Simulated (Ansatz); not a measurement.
System: fcc Yb. Method: LDA (PAW; Ansatz, a first-principles code).

Settings: plane-wave cutoff 520 eV, 18×18×18 k mesh, Fermi–Dirac smearing 0.05 eV, no spin polarisation, scalar-relativistic PAW data made under PBE.

Results at a series of volumes:

| V (Å³/atom) | E − E_lowest (meV/atom) | P (GPa) |
|---|---|---|
| 27.926 | 8.31 | 1.612 |
| 28.520 | 3.47 | 1.008 |
| 29.114 | 0.76 | 0.459 |
| 29.709 | 0.00 | -0.040 |
| 30.303 | 1.01 | -0.495 |
| 30.897 | 3.62 | -0.911 |
| 31.491 | 7.72 | -1.291 |

### Question
Estimate the bulk modulus from the pressures at 29.114 and 30.303 Å³/atom, and compare it with a fit to all energies.

### Answer
B = −V dP/dV. Between V = 29.114 and 30.303 Å³/atom, dP/dV = (-0.495 − (0.459))/(30.303 − 29.114) = -0.802 GPa per Å³/atom; at the midpoint 29.709 Å³/atom this gives B ≈ 23.8 GPa. The third-order Birch–Murnaghan fit gives V0 = 29.659 Å³/atom, B0 = 24.0 GPa, B′ = 3.6, which lies within 1 % of that estimate.

Measured, for comparison: bulk modulus 16.3 GPa (temperature not stated, not corrected to a static lattice; as tabulated in doi:10.1007/BF02743909 (ytterbium under pressure), abstract); equilibrium volume per atom 41.24 Å³/atom (293 K, not corrected to a static lattice; as tabulated in Wikipedia's data pages). Computed (rounded) less measured: bulk modulus +47 %, equilibrium volume per atom -28.1 %.

Spin–orbit coupling is not included.
